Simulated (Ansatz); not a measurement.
The reference is GaN in the wurtzite structure (space group P6_3mc, No. 186; a = 3.1831 Å, c = 5.1836 Å). Axes: x lies along a and z along c of the hexagonal cell.

Structures relaxed with DFT with r2SCAN, PAW potentials and a 500 eV plane-wave cutoff in Ansatz (a first-principles code), no spin-orbit coupling.

Base:

Simulated powder pattern, Cu Kα1, λ = 1.54056 Å (kinematic, ideal powder, no thermal factors, no anomalous dispersion; the 8 strongest lines at most, above 2 %, up to 2θ = 90°):

| 2θ (°) | I/Imax (%) | hkl |
|---|---|---|
| 32.45 | 43 | (100) |
| 34.58 | 36 | (002) |
| 36.90 | 100 | (101) |
| 48.15 | 21 | (102) |
| 57.89 | 30 | (110) |
| 63.49 | 31 | (103) |
| 69.21 | 26 | (112) |
| 70.66 | 15 | (201) |

After one change:

Simulated powder pattern, Cu Kα1, λ = 1.54056 Å (kinematic, ideal powder, no thermal factors, no anomalous dispersion; the 8 strongest lines at most, above 2 %, up to 2θ = 90°):

| 2θ (°) | I/Imax (%) |
|---|---|
| 30.67 | 44 |
| 32.67 | 36 |
| 34.85 | 100 |
| 45.42 | 21 |
| 54.52 | 31 |
| 59.72 | 32 |
| 65.02 | 28 |
| 66.36 | 16 |

Task: Which of these changes matches the shifts?
A) tensor shear ε_yz = −0.95 %
B) isotropic strain +5.67 %
C) tensor shear ε_xy = +0.58 %
D) uniaxial strain ε_xx = +1.26 %

Result: B, isotropic strain +5.67 %. Its volume per atom is 13.42 Å³ against 11.37 Å³, and its space group is P6_3mc (No. 186).

Whether these cells are dynamically stable was not tested.
